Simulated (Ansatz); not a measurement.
Take Mg2Si (space group Fm-3m, No. 225; a = 6.325 Å) as the base.

Method: PBEsol in Ansatz (plane waves to 420 eV, PAW, no SOC), earlier PAW set.

Before the change:

The band gap is 0.12 eV and the electron mass is 0.58 mₑ along k, 0.18 mₑ across (at X). The gap character is indirect, Γ → X.

It is then changed as follows: full substitution Mg → Ca, then cell and atoms are relaxed.

Tabulated Pauling electronegativity and covalent radius: Mg 1.31, 1.41 Å; Ca 1.00, 1.76 Å.

Q: What does the calculation give for the band gap after the change?

A: The band gap grows by 0.35 eV (0.12 eV → 0.47 eV).

Q: What happens to the electron mass?

A: The electron mass changes from 0.58 mₑ along k, 0.18 mₑ across (at X) to 0.50 mₑ along k, 0.32 mₑ across (at X).

Q: What does the calculation give for the gap character after the change?

A: The gap character goes from indirect, Γ → X to direct at X.

Effective masses come from finite differences of ±0.01 Å⁻¹. Along k means along the line from Γ to the band edge. Whether these cells are dynamically stable was not tested. For Ca2Si in this form, whether it has been made was not checked. A zero or small gap of Mg2Si can be the functional's error rather than a property of the material.

Ansatz is a program for electronic structure.
